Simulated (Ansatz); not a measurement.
## Several settings converged on CrO2 (Cmm2, 6 atoms in the cell)

```
CELL_PARAMETERS angstrom
      4.44210     0.00000     0.00000
      0.00000     4.44210     0.00000
      0.00000     0.00000     2.93460
ATOMIC_POSITIONS crystal
  Cr 0.00000 0.00000 0.01704
  Cr 0.50000 0.50000 0.50000
  O  0.30300 0.30300 0.00000
  O  0.80300 0.19700 0.50000
  O  0.19700 0.80300 0.50000
  O  0.69700 0.69700 0.00000
```
Moments meant for the start (each program seeds them in its own way; μB, in the order of the atoms Cr Cr O O O O): 2.5 2.5 0.0 0.0 0.0 0.0.

Base method: PBEsol, default PAW files made with PBE (plane waves; Ansatz, a quantum-chemistry and plane-wave program).

Base settings: basis.ecutwfc = 30.9 Ry; kpoints.mp_grid.grid = 5 5 7; hamiltonian.xc = pbesol; hamiltonian.pseudopotentials = {kind: paw} (the program's default PAW files); magnetization.spin_polarized = true; scf.occupations.method = fermi_dirac; scf.occupations.width = 0.0073 Ry.

The count of work is k-points × plane waves × bands × iterations; it is no time. Core times come from one kind of shared machine, to one figure; runs under 30 s give none.

**Shifted k-point meshes**

In this ladder: kpoints.mp_grid.shift = 0.5 0.5 0.5.

Only quantities that move along the ladder and can be compared are tabulated.

| kpoints.mp_grid.grid | free energy less the last step's (meV/atom) | pressure (GPa) | largest difference of a force vector from the last step's (eV/Å) | count of work / last |
|---|---|---|---|---|
| 2 2 2 | 6.50 | -8.77 | 0.356 | 0.0081 |
| 3 3 4 | 0.09 | -9.39 | 0.026 | 0.031 |
| 4 4 5 | -0.04 | -9.46 | 0.006 | 0.073 |
| 4 4 7 | 0.08 | -9.46 | 0.002 | 0.083 |
| 5 5 8 | 0.13 | -9.44 | 0.003 | 0.12 |
| 11 11 16 | 0.00 | -9.45 | 0.000 | 1.0 |

Coarsest kpoints.mp_grid.grid that holds the free energy within 0.5 meV/atom of the last step, with all finer ones: 3 3 4, at 0.031 of the last step's count of work; the step before is off by 6.5 meV/atom.

Coarsest kpoints.mp_grid.grid that holds the pressure within 0.5 GPa of the last step, with all finer ones: 3 3 4, at 0.031 of the last step's count of work; the step before is off by 0.68 GPa.

Coarsest kpoints.mp_grid.grid that holds the forces within 0.01 eV/Å of the last step, with all finer ones: 4 4 5, at 0.073 of the last step's count of work; the step before is off by 0.026 eV/Å.

**The width of Gaussian smearing**

In this ladder: kpoints.mp_grid.grid = 8 8 12; scf.occupations.method = gaussian.

Narrow widths need finer meshes than wide ones, so the last steps can hold mesh noise.

Only quantities that move along the ladder and can be compared are tabulated; pressure and forces are left out, as mesh noise rules them at narrow widths.

```csv
scf.occupations.width,free energy less the last step's (meV/atom),energy extrapolated to zero width less the last step's (meV/atom),net moment (μB/atom),core time / last (rough)
0.0735 Ry,-103.84,26.20,0.564,0.6
0.0367 Ry,-18.80,3.63,0.664,0.9
0.022 Ry,-5.39,0.60,0.667,1.0
0.0073 Ry,0.00,0.00,0.667,1
```

Widest scf.occupations.width that holds the free energy within 5 meV/atom: not settled: the last two steps still differ by 5.4 meV/atom, over half the tolerance, so the ladder does not show it.

Widest scf.occupations.width that holds the net moment within 0.01 μB/atom of the last step, with all finer ones: 0.0367 Ry; the step before is off by 0.10 μB/atom.

Widest scf.occupations.width that holds the energy extrapolated to zero width within 2 meV/atom of the last step, with all finer ones: 0.022 Ry; the step before is off by 3.6 meV/atom.

The extrapolation to zero width removes most of the smearing's effect on the energy.

On the base run: the starting cell has typed, rounded lattice constants, without a prior relaxation at this level. Its lattice was rescaled by up to half a per cent. One atom was moved a little off its site on purpose. The magnetic order is the one reached from the typed start; others were not searched systematically. In the base run, with a pressure of about -9 GPa the cell is away from its equilibrium volume at this level. Ansatz's pressure includes its estimate of the finite-basis (Pulay) stress.

Left out of this page: 2 runs of the series outside the window shown, repeating another row's setting, or not comparable.

Keys are those of Ansatz 0.2.
